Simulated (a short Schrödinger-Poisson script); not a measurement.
Structure: gated Al0.4Ga0.6N/GaN polarisation-induced gas, at 300 K.

| layer | material | thickness (nm) | Na (cm⁻³) |
|---|---|---|---|
| 1 | Al0.4Ga0.6N | 25 | - |
| 2 | GaN | 6000 | 3e14 |

Constants are typed, rounded textbook-type inputs, not results; the design itself was drawn at random and stands for no fabricated device. Al0.4Ga0.6N: permittivity 9.26, conduction-band edge (eV) 0.58, gap (eV) 4.258, electron mass (mₑ) 0.248, Nv at 300 K (cm⁻³) 4.6e19. GaN: permittivity 9.5, conduction-band edge (eV) 0, gap (eV) 3.43, Nv at 300 K (cm⁻³) 4.6e19.

Channel valleys (confinement mass, in-plane density-of-states mass, number): Γ 0.2, 0.2, 1. At the gate the conduction-band edge of layer 1 lies 1.36 eV − eVg above the Fermi level of the channel; the field vanishes at the back. Sheet of polarisation charge: +2e13 e/cm² at 25 nm from the gate. The barrier under the gate holds no holes. Gaps are held at their typed values at every temperature. Mesh 0.08 nm at interfaces.

Solved with a short Schrödinger-Poisson script written for these runs: 1D Poisson equation in equilibrium, electrons quantum, Hartree (BenDaniel-Duke, 40 states a valley, the channel's in-plane mass for all, wave functions free to enter the barrier), parabolic valleys, classical holes, full ionisation, no traps, pinning or gate leakage.

The same stack at other levels of the model or other numerical settings:

```
run                                                                  sheet density of all electrons at Vg = 0.5 V (cm⁻²)  sheet density of all electrons at Vg = -5.5 V (cm⁻²)  capacitance at Vg = 0.5 V (μF/cm²)  centroid of the channel electrons at Vg = 0.5 V (nm)  rough cost against the base
-------------------------------------------------------------------  ---------------------------------------------------  ----------------------------------------------------  ----------------------------------  ----------------------------------------------------  ---------------------------
base                                                                                                             1.83e13                                               6.48e12                               0.319                                                  1.90                      about 1
electrons treated as classical, Boltzmann                                                                        1.90e13                                               6.81e12                               0.325                                                  0.70                         0.02
electrons treated as classical, Fermi-Dirac                                                                      1.83e13                                               6.58e12                               0.315                                                     ?                         0.08
electrons treated as quantum, Hartree plus LDA exchange-correlation                                              1.84e13                                               6.56e12                               0.319                                                     ?                            2
mesh six times as coarse                                                                                         1.83e13                                               6.47e12                               0.320                                                  1.83                          0.2
one subband a valley                                                                                             1.82e13                                               6.46e12                               0.317                                                     ?                          0.5
```

What belongs in the gaps?


- electrons treated as classical, Fermi-Dirac, centroid of the channel electrons at Vg = 0.5 V (nm): 1.69
- one subband a valley, centroid of the channel electrons at Vg = 0.5 V (nm): 1.34
- electrons treated as quantum, Hartree plus LDA exchange-correlation, centroid of the channel electrons at Vg = 0.5 V (nm): 1.74

The classical rows ignore confinement, and Boltzmann statistics overrate the density once the band edge passes the Fermi level.
